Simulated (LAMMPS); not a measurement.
System: CdSe (zinc blende) with 50 % of Cd sites Hg, 4096 atoms, at 890 K and 0 GPa, heated as the crystal.

All values are model results, not measurements: classical MD, pair style sw, file CdTeZnSeHgS0.sw (LAMMPS).

| Property | Result |
|---|---|
| state found | crystal; no diffusion seen in 30 ps |
| density | 6.8858 ± 0.0002 g/cm³ |
| volume per atom | 28.3927 ± 0.0007 Å³ |
| enthalpy per atom | -1.8914 ± 0.0001 eV |
| first peak of g(r), Cd-Se | 2.63 Å, height 9.4 |
| coordination number of Cd by Se | 4.00 (counted to 3.62 Å) |
| coordination number of Se by Cd | 2.00 (counted to 3.62 Å) |
| first peak of g(r), Hg-Se | 2.64 Å, height 9.2 |
| coordination number of Hg by Se | 4.00 (counted to 3.74 Å) |
| coordination number of Se by Hg | 2.00 (counted to 3.74 Å) |
| most common Se-Cd-Se angle | in the 3° bin centred on 109.5° (mean of all 109°) |
| most common Se-Hg-Se angle | in the 3° bin centred on 109.5° (mean of all 109°) |
| mean frequency of the velocity spectrum | 4.3 THz |
| cost | very roughly 8 core-minutes |

Potential: file CdTeZnSeHgS0.sw of the LAMMPS distribution; its header cites Zhou, Ward, Martin, van Swol, Cruz-Campa, and D. Zubia, Phys. Rev. B, 88, 085309 (2013).

Caution: the random arrangement on this lattice is imposed, and need not be a phase that exists in equilibrium. Caution: a run this short can hold a crystal over, or a liquid under, the potential's melting point.

States go by the mean squared displacement: a species diffuses where it passes 1.5 Å², still rises and gives D over 1e-6 cm²/s; a crystal has left its structure where atoms lie 0.35 Å off their sites on average or a cubic box changes its shape by 3 %.

Errors shown are sampling errors alone.

```csv
r (Å),"g(r), Cd-Se","g(r), Hg-Se"
2.180,0.000,0.000
2.220,0.001,0.000
2.260,0.006,0.000
2.300,0.040,0.014
2.340,0.106,0.081
2.380,0.358,0.279
2.420,1.05,0.801
2.460,2.23,2.00
2.500,4.33,3.73
2.540,6.67,5.97
2.580,8.68,7.92
2.620,9.42,9.15
2.660,9.32,9.15
2.700,7.83,8.09
2.740,5.92,6.27
2.780,3.92,4.38
2.820,2.29,2.81
2.860,1.32,1.65
2.900,0.623,0.886
2.940,0.306,0.459
2.980,0.155,0.229
3.020,0.046,0.088
3.060,0.016,0.052
3.100,0.009,0.019
3.140,0.002,0.010
3.180,0.002,0.004
3.220,0.000,0.000
3.260,0.000,0.001
3.300,0.000,0.000
3.340,0.000,0.000
3.380,0.000,0.002
3.420,0.000,0.000
3.460,0.000,0.000
3.500,0.000,0.000
3.540,0.000,0.000
3.580,0.000,0.000
3.620,0.000,0.000
3.660,0.000,0.000
3.700,0.000,0.000
3.740,0.000,0.000
3.780,0.000,0.000
3.820,0.000,0.000
3.860,0.000,0.000
3.900,0.000,0.000
3.940,0.000,0.000
3.980,0.000,0.000
4.020,0.000,0.000
4.060,0.000,0.000
4.100,0.001,0.000
4.140,0.001,0.002
4.180,0.000,0.003
4.220,0.004,0.007
4.260,0.005,0.011
4.300,0.008,0.015
4.340,0.014,0.027
4.380,0.022,0.046
4.420,0.055,0.081
4.460,0.081,0.106
4.500,0.129,0.172
4.540,0.213,0.261
4.580,0.315,0.397
4.620,0.440,0.598
4.660,0.673,0.805
4.700,0.980,1.09
4.740,1.27,1.42
4.780,1.71,1.81
4.820,2.18,2.17
4.860,2.68,2.62
4.900,3.15,2.99
4.940,3.54,3.37
4.980,3.82,3.65
5.020,4.01,3.87
5.060,4.04,3.92
5.100,4.01,3.72
5.140,3.75,3.50
5.180,3.40,3.21
5.220,2.91,2.90
5.260,2.51,2.43
5.300,2.03,2.02
5.340,1.57,1.62
5.380,1.15,1.26
5.420,0.823,0.952
5.460,0.569,0.669
5.500,0.383,0.485
5.540,0.246,0.323
5.580,0.154,0.223
5.620,0.095,0.119
5.660,0.050,0.085
5.700,0.029,0.051
5.740,0.016,0.030
5.780,0.009,0.016
5.820,0.005,0.013
5.860,0.002,0.008
5.900,0.004,0.007
5.940,0.005,0.011
5.980,0.012,0.017
6.020,0.020,0.028
6.060,0.026,0.050
6.100,0.059,0.078
6.140,0.093,0.125
6.180,0.154,0.189
6.220,0.239,0.284
6.260,0.378,0.419
```
